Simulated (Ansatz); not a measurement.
## CoPtO₂ (R-3m, No. 166, 4 atoms in the cell; start mp-19210): bulk modulus B0 by level of theory

No measured value is used here.

```tsv
level (code)	value (GPa)	cell (Å³/atom)
LDA (Ansatz)	284	9.81
PBE (Ansatz)	___	10.52
PBEsol (Ansatz)	259	10.09
r²SCAN (Ansatz)	256	10.22
```

Task: Some entries are withheld; supply them.

Result: 
- PBE (Ansatz, a program for electronic structure), value (GPa): 226

The crystal itself was run without spin with LDA, PBE, PBEsol, r²SCAN; a magnetic state was not tried in these runs. Density-functional levels without +SOC have no spin–orbit coupling. LDA, PBEsol, r²SCAN: the run has no spin polarisation, so it can have missed a magnetic state. LDA, PBE, PBEsol, r²SCAN: the bulk modulus is −V dP/dV from two relaxed cells at ±2 % in volume. LDA, PBE, PBEsol, r²SCAN: the relaxation could not lower the start's symmetry, so the cell can be a saddle point above a distorted one. Each level is taken at its own relaxed cell. Cutoffs differ between the levels. Ansatz's density-functional and Hartree–Fock values are scalar-relativistic unless marked +SOC, with PAW data made under PBE.

A start named mp-… is a Materials Project structure, which need not be a measured phase.
